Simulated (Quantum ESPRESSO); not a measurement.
**Convergence test for Ca (Fm-3m, 1 atom in the cell)**

```yaml
crystal:
  lattice:
    - [-2.72958, 0.00000, 2.72958]
    - [0.00000, 2.72958, 2.72958]
    - [-2.72958, 2.72958, 0.00000]
  atoms:
    - { symbol: Ca, position: [0.00000, 0.00000, 0.00000] }
```

Level of theory: PBE, SSSP 1.1.2 precision (PBE) pseudopotentials (plane waves; Quantum ESPRESSO).

The starting cell comes from a database of computed structures (which also holds hypothetical and non-ambient phases and stackings), without a prior relaxation at this level. Its lattice was rescaled by a random factor within 2.5 % of one.

Held fixed: ecutwfc = 50 Ry; ecutrho = 400 Ry; occupations = smearing; smearing = marzari-vanderbilt; degauss = 0.0073499 Ry; potentials = {Ca: Ca_pbe_v1.uspp.F.UPF}; K_POINTS = automatic 7 7 7 0 0 0; conv_thr = 1e-09 Ry; mixing_beta = 0.4.

ΔF is the free energy per atom less that of the last row (69).

The series runs over nbnd = 5; 6; 7; 9; 13; 21; 37; 69.

Problem. From which setting on does the pressure stay within 0.2 GPa of the last one?

Solution. From nbnd = 6 on; the one before it is off by 0.40 GPa. The value it settles on is 0.7 GPa at this level of theory and with the other settings as held.

Problem. From which setting on does the energy stay within 1 meV/atom of the last one?

Solution. From nbnd = 6 on; the one before it is off by 16 meV/atom.

| nbnd | ΔF (meV/atom) | pressure (GPa) | bands | iterations |
|---|---|---|---|---|
| 5 | 16.1 | 0.34 | 5 | 7 |
| 6 | 0.00 | 0.74 | 6 | 8 |
| 7 | 0.00 | 0.75 | 7 | 7 |
| 9 | 0.00 | 0.75 | 9 | 7 |
| 13 | 0.00 | 0.74 | 13 | 6 |
| 21 | 0.00 | 0.74 | 21 | 6 |
| 37 | 0.00 | 0.74 | 37 | 7 |
| 69 | 0.00 | 0.74 | 69 | 6 |
